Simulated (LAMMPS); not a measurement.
MD of Ni (fcc) with 50 % of Ni sites Al at zero pressure over temperature, 4000 atoms; each row names its start.

Model: classical MD, pair style eam/alloy, file NiAlH_jea.eam.alloy (LAMMPS).

| T (K), start | state | volume | enthalpy | first peak of g(r), Al-Ni | coordination number of Al by Ni | D(Al) | D(Ni) |
|---|---|---|---|---|---|---|---|
| 300, crystal | crystal; no diffusion seen in 30 ps | 12.8451 ± 0.0002 Å³/atom | -4.1910 ± 0.0001 eV/atom | 2.56 Å, height 6.4 | 5.94 (counted to 3.18 Å) | - | - |
| 930, crystal | crystal; no diffusion seen in 30 ps | 13.3104 ± 0.0002 Å³/atom | -4.0161 ± 0.0001 eV/atom | 2.56 Å, height 4.2 | 6.02 (counted to 3.26 Å) | - | - |
| 1260, melt | liquid | 14.140 ± 0.004 Å³/atom | -3.8513 ± 0.0004 eV/atom | 2.50 Å, height 3.6 | 6.66 (counted to 3.50 Å) | (2.76 ± 0.07) × 10^-5 cm²/s | (2.82 ± 0.05) × 10^-5 cm²/s |
| 1530, melt | liquid | 14.457 ± 0.004 Å³/atom | -3.7572 ± 0.0005 eV/atom | 2.49 Å, height 3.3 | 6.50 (counted to 3.50 Å) | (5.16 ± 0.04) × 10^-5 cm²/s | (5.1 ± 0.1) × 10^-5 cm²/s |
| 1860, melt | liquid | 14.834 ± 0.004 Å³/atom | -3.6501 ± 0.0004 eV/atom | 2.49 Å, height 3.0 | 6.32 (counted to 3.50 Å) | (9.1 ± 0.2) × 10^-5 cm²/s | (8.8 ± 0.1) × 10^-5 cm²/s |

Caution (rows 300, crystal; 930, crystal): the random arrangement on this lattice is imposed, and need not be a phase that exists in equilibrium.

Caution (rows 930, crystal; 1260, melt; 1530, melt; 1860, melt): a run this short can hold a crystal over, or a liquid under, the potential's own melting point, which these runs don't give.

States go by the mean squared displacement: a species diffuses where it passes 1.5 Å², still rises and gives D over 1e-6 cm²/s; a crystal has left its structure where atoms lie 0.35 Å off their sites on average or a cubic box changes its shape by 3 %, or the axial ratios of another lie 8 % off the starting cell's, which the potential's own relaxation can also do.

Errors of D are the spread over four groups of atoms in one short run; a floor of about 5 %, a picked value, is safer.

Errors shown are sampling errors alone.
